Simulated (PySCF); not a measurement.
PySCF 2.14.0, PBE/def2-svp, df: Mn(CO)5, charge +1, multiplicity 1, 11 atoms. The geometry is a generated start, not checked to be a minimum at this level.

```yaml
task: energy
method: pbe
basis: def2-svp
two_electron_scheme: density fitting
mol.max_memory: 3000 MB
mf.max_cycle: 100
mf.init_guess: minao (default)
mf.DIIS: CDIIS (default)
mf.diis_space: 8 (default)
mf.conv_tol: 1e-09 (default)
mf.grids.level: 3 (default)
basis_functions: 171
grid_points: 161904
```

```xyz
11

Mn     0.1430     0.1292    -0.0181
O      1.9040    -1.4197    -1.8279
C      1.1975    -0.8806    -1.1439
O      1.8290    -0.7422     2.2546
C      1.1501    -0.4576     1.4084
O     -0.8664     1.6076    -2.3778
C     -0.5369     1.0105    -1.4875
O     -2.0845    -1.8680     0.2652
C     -1.2476    -1.1133     0.1618
O     -0.9163     2.2954     1.7008
C     -0.5719     1.4387     1.0642
```

Charge 1 and multiplicity 1 are set for this test and not shown to be the ground state.

One run each on 2 threads, 1 BLAS thread. Values of level_shift (Hartree) tried: 0 (default), 0.1, 0.3, 1.

Task: Predict the course of the Fock builds along this series.

Result: Fewest Fock builds: 0 (default) with 23. The count rises to 71 at 1. All converge to one solution.

| level_shift (Hartree) | Fock builds | end |
|---|---|---|
| 0 (default) | 23 | same solution |
| 0.1 | 25 | same solution |
| 0.3 | 43 | same solution |
| 1 | 71 | same solution |
